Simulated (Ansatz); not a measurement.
Defect calculation: Zn_Cu in fcc Cu

Computed with PBE, PAW (plane waves to 420 eV; Ansatz, a program for electronic structure). Details: 32-site cell; 6×6×6 shifted k-points; start: the Cu site; no Hubbard U; energies good to tenths of an eV; the relaxation kept the symmetry of the starting site.

Neighbours after relaxation, in Å: of the Zn atom: Cu 2.58, Cu 2.58, Cu 2.58, Cu 2.58, Cu 2.58, Cu 2.58, Cu 2.58, Cu 2.58 (the shell may go on).

Formation energies E_f are those of the neutral cell. Chemical conditions: impurity bounded by its compound with the host (Δμ(Cu) = 0.00 eV, Δμ(Zn) = -0.17 eV, bounded by ZnCu (Pm-3m); only phases computed here count, gases as isolated molecules at 0 K). Reference phases: Cu: fcc Cu, Zn: hcp Zn.

```tsv
charge	moment (μB)	point group	largest move off a lattice site (Å)	E_f, impurity bounded by its compound with the host (eV)
0	not spin-polarised	Oh	0.01	-0.08
```

Point groups are those of the whole cell at tolerances of 0.03 and 0.1 Å ("near" where only the looser one holds); none is given for unsettled states.

All states together cost about 4 core-minutes (a rough figure).
